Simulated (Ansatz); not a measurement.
Consider the following.

```xyz
1
Lattice="0.0000 2.0579 2.0579 2.0579 0.0000 2.0579 2.0579 2.0579 0.0000" Properties=species:S:1:pos:R:3 pbc="T T T"
Au     0.0000     0.0000     0.0000
```

Method: PBEsol, DFPT electron-phonon coupling, linearised Boltzmann equation (plane waves, PAW, scalar-relativistic; Ansatz, a quantum-chemistry and plane-wave program). Condition of this run: hydrostatic pressure -4 GPa (the target of the relaxation). Geometry: relaxed with this functional, without spin-orbit coupling, then loaded as said.

Q: Predict the intrinsic resistivity at 300 K.

A: 2.8 μΩ·cm.

Q: How long is the mean free path there?

A: 31 nm, weighted by the current that each state carries. Wires not much wider than this gain resistivity from their walls.

A metal at this level (no band gap). Only scattering by harmonic phonons is included (no impurities, grain boundaries, electron-electron scattering or thermal expansion). Spin-orbit coupling is left out, which matters with elements this heavy. Halving the electron mesh (36x36x36) moves the resistivity by up to 1 % at 300 K, the mean free path by up to 1 %. Smearing 0.20 eV; phonons on a 6x6x6 q mesh, which this run doesn't test.
